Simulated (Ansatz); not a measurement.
**Quick settings and what they miss: MgS (P6_3mc, 4 atoms in the cell)**

Self-consistent single point.

```
MgS
1.0
    4.03462     0.00000     0.00000
   -2.01731     3.49408     0.00000
    0.00000     0.00000     6.43229
Mg S
2 2
Direct
  0.66667   0.33333   0.49575
  0.33333   0.66667   0.99575
  0.33333   0.66667   0.37924
  0.66667   0.33333   0.87924
```

Computed with PBEsol, default PAW files made with PBE (plane waves; Ansatz, a quantum-chemistry and plane-wave program).

Base settings: basis.ecutwfc = 420 eV; kpoints.mp_grid.grid = 6 6 4; hamiltonian.xc = pbesol; hamiltonian.pseudopotentials = {kind: paw} (the program's default PAW files); scf.occupations.method = gaussian; scf.occupations.width = 0.05 eV.

Tight run (finer mesh or higher cutoff; not a proven limit): basis.ecutwfc: 420 eV → 590 eV; kpoints.mp_grid.grid: 6 6 4 → 9 9 6; scf.convergence.dr2_threshold: default (1e-07 eV) → 1e-09 eV. It gave top of the valence band (on the code's own zero) 3.20 eV; gap on the k-point mesh 3.27 eV; pressure -0.31 GPa; largest force (vector length) 0.045 eV/Å.

Quick runs, as changes from the base:
- A: the base itself
- B: basis.ecutwfc: 420 eV → 210 eV; kpoints.mp_grid.grid: 6 6 4 → 4 4 4; scf.convergence.dr2_threshold: default (1e-07 eV) → 0.001 eV
- C: basis.ecutwfc: 420 eV → 335 eV; kpoints.mp_grid.grid: 6 6 4 → 6 6 6; hamiltonian.xc: pbesol → lda; scf.occupations.method: gaussian → cold; scf.occupations.width: 0.05 eV → 0.272 eV; scf.convergence.dr2_threshold: default (1e-07 eV) → 0.001 eV [LDA (PW92)]
- D: basis.ecutwfc: 420 eV → 250 eV; kpoints.mp_grid.grid: 6 6 4 → 6 6 6; scf.convergence.dr2_threshold: default (1e-07 eV) → 0.0001 eV
- E: kpoints.mp_grid.grid: 6 6 4 → 3 3 3; hamiltonian.xc: pbesol → b3lyp [B3LYP]
- F: kpoints.mp_grid.grid: 6 6 4 → 3 3 3; hamiltonian.xc: pbesol → hse06 [HSE06]

Dashes: energy of C, E, F, another energy zero; count of E, F, another kind of functional, whose work the count does not hold.

Gaps are read on each run's own mesh, which may miss the band edges.

† marks runs with another functional, U, potentials or spin treatment: their distance from the tight run is not a convergence error alone.

The count of work is k-points × plane waves × bands × iterations; it is no time. 

Pressures in the table are Ansatz's without its Pulay estimate, at a fixed set of plane waves; the tight run's value above holds the estimate.

The starting cell comes from a database of computed structures (which also holds hypothetical and non-ambient phases and stackings), without a prior relaxation at this level.

| run | energy less tight (meV/atom) | pressure less tight (GPa) | gap on the mesh less tight (eV) | count of work / tight |
|---|---|---|---|---|
| A | 0.4 | 0.00 | 0.000 | 0.23 |
| B | 716.1 | -28.08 | 0.039 | 0.039 |
| C† | – | -2.03 | -0.118 | 0.12 |
| D | 139.4 | -6.67 | 0.021 | 0.12 |
| E† | – | 1.71 | 1.683 | – |
| F† | – | 0.54 | 1.232 | – |

Among the runs at the tight run's level, the energy misses run from 0.4 to 716.1 meV/atom.

Left out of this page: 1 run of the series unsound by tests on forces, stress, charge or solver warnings; 1 run of the series with a known weakness of the program.

Keys are those of Ansatz 0.2.
